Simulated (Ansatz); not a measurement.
F on the 1x1 (111) surface of fcc Ir, one in a 1x1 cell, energies for each (6.5 Å²). Energies are against ½ F2(g), without zero-point or thermal terms; each row is named by its start.

Computed with PBE (plane waves to 420 eV, PAW; Ansatz, an electronic-structure program).

Task: Which site binds most strongly?
(A) hollow Ir-Ir-Ir over Ir at depth 4.4 Å
(B) bridge Ir-Ir (span 2.7 Å)
(C) top Ir
(D) hollow Ir-Ir-Ir over Ir at depth 2.2 Å

Result: C, top Ir. Adsorption energies: top Ir -2.21 eV; bridge Ir-Ir (span 2.7 Å) -1.68 eV; hollow Ir-Ir-Ir over Ir at depth 4.4 Å -1.52 eV; hollow Ir-Ir-Ir over Ir at depth 2.2 Å -1.32 eV.
